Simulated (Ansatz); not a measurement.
An Ansatz (a quantum-chemistry and plane-wave program) run: CuAu with a change (pressure 30 GPa); Ansatz, r2SCAN, PAW, cutoff 500 eV, scalar-relativistic without spin-orbit coupling.

Input:

Ansatz 0.2 input:
```yaml
crystal:
  lattice:
    - [2.7984708762, 0, 0]
    - [0, 2.7984708762, 0]
    - [0, 0, 3.4354244104]
  atoms:
    - { symbol: Cu, position: [0.5, 0.5, 0.5] }
    - { symbol: Au, position: [0, 0, 0] }
basis: { ecutwfc: 500, ecutrho_ratio: 4, xc_grid: 4, fft_grid_basis: typed }
kpoints: { mp_grid: { grid: [16, 16, 13] } }
hamiltonian:
  xc: r2scan
  dispersion: none
  pseudopotentials: { kind: paw }
scf: { occupations: { method: fermi_dirac, width: 0.05 } }
relax: { f_tol: 0.01, max_steps: 60, cell: { stress_tol: 0.02, p_target: 30.0 } }
output: { forces: true, stress: true }
checkpoint: { write: state.ck, write_every: 1000 }
```

Output (explanatory and most iteration lines left out):

```
Relaxation: its limit of steps is 60 (relax.max_steps)
Pseudopotential: Cu, paw, valence charge 19
Pseudopotential: Au, paw, valence charge 19
Crystal: 2 atoms, lattice volume = 26.904 Å³
Basis set: ecut = 500 eV, 693 PW (Γ), exchange–correlation on 96×96×108 points (64 copies of the dense FFT grid, shifted against one another)
Bands: 23, of which v1, the nominal top of the filled ones, is band 19 counted from 1 (18 counted from 0)
Symmetry: 16 space group operations
Space group: P4/mmm (ITA 123), of the structure as read, at distance tolerance 3.0e-5 Å
k-points: 315 of 3328
Functional: x = r2scan, c = r2scan; τ floored in thin density (d = 2e-4 eV/Å³)
SCF iter   1: F=—  HF=-19794.788719 eV  |F-HF|=—  |Δ(HF+E_count)|=         —  Δρ=3.10e-2  dr2=1.51e-1  dr2_τ=8.06e-3  ethr=1.77e-3  ⟨swp⟩=5.1  Hψ=27576  notcnv=0
SCF iter   2: F=—  HF=-19794.777596 eV  |F-HF|=—  |Δ(HF+E_count)|=   1.11e-2  Δρ=1.25e-2  dr2=3.33e-2  dr2_τ=2.00e-3  ethr=3.97e-4  ⟨swp⟩=2.2  Hψ=13586  notcnv=0  defer=27
SCF 1 converged in 8 iterations: F = -19794.766060 eV  dr2 = 7.20e-8
relax step   1: F+E_penalty+E_count = -19794.76605966 eV  Δ(F+E_penalty+E_count) = +0.000e0 eV  max|allowed force component| = 3.155e-29 eV/Å  Δτ_max = 0.0000 Å  P = +15.000 GPa  Ω = 26.904 Å³  (8 SCF iters, dr2 threshold 1.00e-7 eV, accepted)
[... steps on the carried basis left out ...]
relax step   9: F+E_penalty+E_count = -19794.56419080 eV  Δ(F+E_penalty+E_count) = +1.421e-6 eV  max|allowed force component| = 1.341e-29 eV/Å  Δτ_max = 0.0000 Å  P = +30.000 GPa  Ω = 25.440 Å³  stress off target by 7.86e-5 GPa  SCF on the basis re-selected at this cell (its energy is not comparable with the rows above)  (5 SCF iters)
SCF converged after 5 iterations
Free energy (F): -19794.564191 eV
Internal energy: -19794.559667 eV  (E = F + TS)
E sigma→0 (E₀):  -19794.561929 eV
Entropy (-TS):   -0.004523 eV (-2.262 meV/atom)
Fermi energy:    22.456134 eV
--- Forces (eV/Å), atoms counted from 1 ---
  atom   1  Cu     0.00000000     0.00000000     0.00000000
  atom   2  Au     0.00000000    -0.00000000     0.00000000
--- Stress (GPa, compression-positive) ---
       29.999925      -0.000000       0.000000
       -0.000000      29.999925       0.000000
        0.000000       0.000000      29.999921
  P = ⅓ Tr σ = 29.9999 GPa (299.999 kbar)
--- Relaxed structure (7 steps of the walk, 7 accepted, 2 SCFs on fresh bases) ---
  cell:  # Å, volume = 25.4404 Å³
    - [2.7598849001168957, -1.3493614437729741e-33, 0.0]
    - [-1.3493614437729741e-33, 2.7598849001168957, 0.0]
    - [0.0, 0.0, 3.339968047617096]
  atoms:
    - { symbol: Cu, position: [0.5, 0.5, 0.49999999999999994] }
    - { symbol: Au, position: [8.602599551627396e-36, 0.0, 0.0] }
```

Load acts through the strain it causes; cell and atoms are relaxed under it. No phonon test of stability was made. Competing high-pressure phases were not computed. All final runs are without spin polarisation. The cell was made from CuAu (space group P4/mmm, No. 123) by this change: pressure 30 GPa.
